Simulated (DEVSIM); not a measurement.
# illuminated InP p-on-n cell, one wavelength

Structure: illuminated InP p-on-n cell, one wavelength, at 300 K.

```
layer (left to right)  material  thickness (μm)  Nd (cm⁻³)  Na (cm⁻³)   τn (s)   τp (s)  absorption coefficient (cm⁻¹)
---------------------  --------  --------------  ---------  ---------  -------  -------  -----------------------------
1                           InP          0.0670          -     1.3e18  9.2e-10  4.5e-10                          26000
2                           InP            5.80     1.3e17          -   9.3e-9   9.3e-9                          26000
```

Left contact: ohmic, minority electron recombination velocity 10 cm/s. Right contact: ohmic, minority hole recombination velocity 6e6 cm/s. Voltage is applied to the left contact. Recombination: SRH at mid-gap, radiative, Auger. Light enters at the left, 5.4e16 photons cm⁻² s⁻¹, one pass, no reflection. Mobility is μmin + (μ − μmin)/(1 + (N/Nref)^α).

Constants are typed, rounded textbook-type inputs, not results; the design itself was drawn at random and stands for no fabricated device. Values at 300 K.

| parameter | InP |
|---|---|
| gap (eV) | 1.344 |
| affinity (eV) | 4.38 |
| permittivity | 12.5 |
| Nc (cm⁻³) | 5.7e17 |
| Nv (cm⁻³) | 1.1e19 |
| μn (cm²/Vs) | 5200 |
| μp (cm²/Vs) | 170 |
| μn,min | 400 |
| μp,min | 10 |
| Nref,n | 3e17 |
| Nref,p | 4.9e17 |
| αn | 0.47 |
| αp | 0.62 |
| B (cm³/s) | 1.2e-10 |
| Cn (cm⁶/s) | 9e-31 |
| Cp (cm⁶/s) | 9e-31 |

Model (solved in DEVSIM): 1D drift-diffusion, Boltzmann statistics, complete ionisation; no tunnelling, impact ionisation, image-force lowering or self-heating.

| Quantity | Value |
|---|---|
| Potential step across the device at zero bias | 1.251 V |
| Largest field in the device at zero bias | 200000 V/cm |
| Dark forward voltage at 1 A/cm² | 1.031 V |
| Dark forward voltage at 100 A/cm² | 1.159 V |
| Short-circuit current | 7.57 mA/cm² |
| Open-circuit voltage | 0.888 V |
| Fill factor | 0.81 |
| Largest power | 5.46 mW/cm² |
| Share of generated pairs collected at short circuit | 0.875 |

Small-signal capacitance in reverse bias (quasi-static):

```csv
V (V),C (nF/cm²)
-0.04,92.0
-0.1,89.8
-0.2,86.5
-0.3,83.6
-0.4,80.9
-0.6,76.3
-0.8,72.4
-1,69.0
-1.3,64.8
-1.6,61.2
-2,57.2
```

Dark forward current:

| V (V) | J (A/cm²) |
|---|---|
| 0.05 | 1.2e-10 |
| 0.10 | 4.0e-10 |
| 0.20 | 3.2e-9 |
| 0.25 | 8.7e-9 |
| 0.30 | 2.4e-8 |
| 0.40 | 1.8e-7 |
| 0.45 | 4.8e-7 |
| 0.50 | 1.3e-6 |
| 0.60 | 9.9e-6 |
| 0.65 | 2.8e-5 |
| 0.70 | 7.9e-5 |
| 0.75 | 0.00023 |
| 0.85 | 0.0026 |
| 0.90 | 0.011 |
| 0.95 | 0.054 |
| 1.05 | 2.0 |
| 1.10 | 13 |
| 1.15 | 76 |
| 1.25 | 1300 |
| 1.30 | 4000 |
